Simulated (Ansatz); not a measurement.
Consider PbSe in the rock salt structure (space group Fm-3m, No. 225; a = 6.041 Å). Axes: x, y, z lie along the cube axes.

Computed with LDA/PAW in Ansatz (a program for electronic structure), without spin-orbit coupling.

Before the change:

```
Item                             Value
-----------------------------  -------
Pressure                       0.0 GPa
Shortest interatomic distance  3.020 Å
```

Now apply this change: biaxial strain −1.67 %, plane normal [111], relaxed out of plane (Cartesian); in-plane vectors clamped, the third vector and the atoms free.

Q: How does this affect the pressure?

A: The pressure (mean of the normal stresses, compression positive) goes from zero to 0.9 GPa.

Q: Predict the new energy relative to the base.

A: The energy rises by 3.6 meV/atom.

Q: What does the calculation give for the shortest interatomic distance after the change?

A: The shortest interatomic distance shrinks by 0.014 Å (3.020 Å → 3.006 Å).

A case with no gap was solved on a k-mesh chosen for an insulator, which is coarse for it. Stability against distortions was not tested. All final runs are without spin polarisation. Gaps under 0.05 eV, about the width of the smearing, are given as zero.
